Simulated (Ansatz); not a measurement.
Consider the following.

```xyz
20
Lattice="5.0003 0.0000 0.0000 0.0000 5.7739 4.4829 0.0000 -2.8869 4.4829" Properties=species:S:1:pos:R:3 pbc="T T T"
Ga    -0.0888    -0.0947     4.8027
Ga     2.4030     4.3659     4.8567
Ga    -0.0122     0.1026     2.0243
Ga     2.3353     1.4284     6.4217
Ga     0.2899     2.4868     3.8960
Ga     2.4473    -1.4505     4.1301
Ga    -0.2155     3.1037     6.7088
Ga     2.5549     1.3995     2.4708
Ga     4.5429     4.5199     3.8443
O      1.5055     0.0281     3.3663
O      4.1882     1.1507     3.3682
O      1.7218     2.7005     7.9165
O      2.0563     2.9759     3.3234
O      4.1600    -1.2234     3.3590
O      0.9631    -1.4165     5.6219
O      3.2054     2.8946     5.7031
O      0.7095     1.5139     5.4910
O      3.2527     0.2045     1.1324
O      3.2263    -0.1029     5.6115
O      0.6965     4.3918     5.6577
```

Spin-polarised, with starting moments of sign Ga0 Ga+ Ga0 Ga+ Ga+ Ga0 Ga+ Ga0 Ga+ O0 O0 O0 O0 O0 O0 O0 O0 O0 O0 O0.

Level of theory: PBEsol, PAW, 420 eV (Ansatz, a quantum-chemistry and plane-wave program; no SOC). Settings: 5×4×5 k-points, 0.01 eV Fermi–Dirac smearing.

Predict the gap of the supercell, pressure and total moment of the cell.

The gap of the supercell comes out as zero and the pressure is 24.2 GPa. The total moment of the cell is 0.0 μB.

The magnetic state is the one reached from the starting moments; the real material's order can differ, and small cells can't hold many antiferromagnetic ones. In so small a cell the defect repeats every few ångströms: this is an ordered compound, not a dilute defect. A case with no gap was solved on a k-mesh chosen for an insulator, which is coarse for it. Starting moments died away, wholly or in part, for Ga on a O site (antisite); another magnetic solution may exist. The cell was made from Ga2O3 in the corundum structure (space group R-3c, No. 167) by this change: Ga on a O site (antisite). The defect cell is spin-polarised and ends with 0.0 μB.
